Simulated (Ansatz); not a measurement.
The starting structures come from a database of crystals and need not be the phases stable at ambient conditions.

Evanescent states of Mg$_{3}$MnH$_{7}$ (P6_3/mmc, not sure to be the ambient phase, 22 atoms a cell, 8.6 Å³ an atom) along the normal of (001)

The numbers are results of r2SCAN (plane waves, PAW; Ansatz, a program for electronic structure), not measurements.

The gap is the functional's own, uncorrected, and κ follows it; spin-orbit coupling is left out. Mid-gap values are interpolated between the computed energies.

Energies count from the valence-band top; κ is the least over a 12×12 mesh across the current.

```tsv
E (eV)	κ (1/Å)	where
0.06	0.246	off Γ
0.17	0.326	off Γ
0.28	0.395	off Γ
0.39	0.477	off Γ
0.49	0.502	Γ
0.60	0.515	Γ
0.71	0.511	off Γ
0.82	0.492	off Γ
0.94	0.471	off Γ
1.04	0.449	off Γ
1.16	0.428	off Γ
1.26	0.406	off Γ
1.38	0.385	off Γ
1.49	0.362	off Γ
1.59	0.336	off Γ
1.71	0.306	off Γ
1.81	0.271	off Γ
1.93	0.224	off Γ
2.04	0.147	off Γ
```

Problem. How thick must the barrier be to attenuate the transmission by 10^6 when the electrodes' Fermi level lies at 0.06 eV, and what attenuation does that film give at 1.71 eV?

Solution. d = 6 ln 10 / (2 × 0.246) = 28.1 Å. At 1.71 eV it gives 6 × 0.306/0.246 = 7.5 decades.
